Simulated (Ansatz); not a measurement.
## A computed series for GaN: element substitutions

Consider GaN in the wurtzite structure (space group P6_3mc, No. 186).

Space group P6₃mc (No. 186); a = b = 3.183 Å, c = 5.185 Å, α = β = 90.00°, γ = 120.00°

```
atom  site  symmetry       x       y       z
----  ----  --------  ------  ------  ------
Ga      2b       3m.  0.6667  0.3333  0.0009
N       2b       3m.  0.3333  0.6667  0.1243
```

Each row replaces one element on all its sites; cell and atoms are relaxed.

Method: Ansatz (an electronic-structure program), PBEsol, PAW, cutoff 420 eV, no SOC.

| change | volume per atom | band gap | c/a ratio |
|---|---|---|---|
| base | 11.37 Å³ | 1.88 eV | 1.629 |
| Ga → Zn | 11.48 Å³ | zero | 1.704 |
| N → C | 12.45 Å³ | zero | 1.743 |
| N → P | ___ | ___ | ___ |

Q: Complete the table.

A: 
- N → P, volume per atom: 20.10 Å³
- N → P, band gap: 1.29 eV
- N → P, c/a ratio: 1.649

Stability against distortions was not tested. As relaxed here, ZnN and GaC are hypothetical phases, not in the database extracts checked. For GaP in this form, whether it has been made was not checked. All final runs are without spin polarisation. This is not the structure that GaP has at room temperature and ambient pressure.
